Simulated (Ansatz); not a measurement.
# Response to strain in InPd

The parent structure is InPd in the CsCl type structure (space group Pm-3m, No. 221; a = 3.248 Å; relaxed with 0.1 eV smearing).

Strains are applied to the cell and any free atomic positions relax.

The values are results of DFT with PBEsol, PAW potentials and a 420 eV plane-wave cutoff in Ansatz (a program for electronic structure), no spin-orbit coupling, not measurements.

Candidates:
(a) isotropic strain +1.50 %
(b) isotropic strain −1.50 %
(c) isotropic strain −1.00 %
(d) isotropic strain −2.00 %

Notes on the quantities. energy relative to the base: free energy F.

Order them by energy relative to the base, lowest first.

(c) isotropic strain −1.00 % (+6.8 meV/atom), (a) isotropic strain +1.50 % (+14 meV/atom), (b) isotropic strain −1.50 % (+16 meV/atom), (d) isotropic strain −2.00 % (+29 meV/atom)

Stability against distortions was not tested. The final runs are not spin-polarised.
